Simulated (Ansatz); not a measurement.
# BeS under a change: pressure −1 GPa

Start from BeS in the zinc blende structure (space group F-43m, No. 216; a = 4.796 Å).

Now apply this change: a negative pressure, −1 GPa.

All numbers come from LDA (Ansatz, a quantum-chemistry and plane-wave program; PAW; 420 eV plane waves; no SOC). Settings: 12×12×12 k-points, 0.05 eV Fermi–Dirac smearing.

| quantity | base | changed | shift |
|---|---|---|---|
| lattice parameter a | 4.796 Å | 4.812 Å | +0.016 Å |
| shortest interatomic distance | 2.077 Å | 2.084 Å | +0.007 Å |
| enthalpy H = E + PV relative to the base's energy | – | -0.09 eV/atom | – |
| band gap | 2.82 eV | 2.85 eV | +0.022 eV |
| gap character | indirect, Γ → X | indirect, Γ → X | – |
| electron mass | 0.80 mₑ along k, 0.28 mₑ across (at X) | 0.80 mₑ along k, 0.28 mₑ across (at X) | – |
| hole mass (degenerate bands, along [100]) | 0.34, 0.53, 0.53 mₑ (at Γ) | 0.34, 0.53, 0.53 mₑ (at Γ) | – |

Cost of the whole job for the changed cell (relaxation, final SCF and bands): around 13 core-seconds (rough).

Load acts through the strain it causes; cell and atoms are relaxed under it. Effective masses come from finite differences of ±0.01 Å⁻¹. Along k means along the line from Γ to the band edge. Whether these cells are dynamically stable was not tested.
